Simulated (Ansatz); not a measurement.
**Hypothetical CsCl type TaAs, pressure series**

Take TaAs in the CsCl type structure (space group Pm-3m, No. 221; a = 3.2145 Å; a hypothetical phase, not in the database extracts checked) as the base.

Cell and atoms are relaxed at each pressure.

Levels (all Ansatz, a program for electronic structure, PAW): PBE (420 eV, no spin-orbit coupling); PBEsol (420 eV, no SOC).

The base cell above is that of PBE; each level relaxes its own structures.

```json
[
 {"case": "pressure −2 GPa", "lattice parameter a, PBE": "3.227 Å", "lattice parameter a, PBEsol": "3.189 Å"},
 {"case": "pressure −1 GPa", "lattice parameter a, PBE": "3.221 Å", "lattice parameter a, PBEsol": "3.184 Å"},
 {"case": "pressure 0.3 GPa", "lattice parameter a, PBE": "3.213 Å", "lattice parameter a, PBEsol": "3.176 Å"},
 {"case": "pressure 0.7 GPa", "lattice parameter a, PBE": "3.210 Å", "lattice parameter a, PBEsol": "3.174 Å"},
 {"case": "pressure 1.5 GPa", "lattice parameter a, PBE": "3.206 Å", "lattice parameter a, PBEsol": "3.170 Å"},
 {"case": "pressure 3 GPa", "lattice parameter a, PBE": "3.197 Å", "lattice parameter a, PBEsol": "3.162 Å"},
 {"case": "pressure 5 GPa", "lattice parameter a, PBE": "3.186 Å", "lattice parameter a, PBEsol": "3.152 Å"},
 {"case": "pressure 7.5 GPa", "lattice parameter a, PBE": "3.174 Å", "lattice parameter a, PBEsol": "3.141 Å"},
 {"case": "pressure 10 GPa", "lattice parameter a, PBE": "3.161 Å", "lattice parameter a, PBEsol": "3.129 Å"}
]
```

PBE lies above PBEsol in every row, by 0.032 Å to 0.038 Å. They put the cases in the same order.

Load acts through the strain it causes; cell and atoms are relaxed under it. Stability against distortions was not tested. No other phases were tried under pressure. All final runs are without spin polarisation.
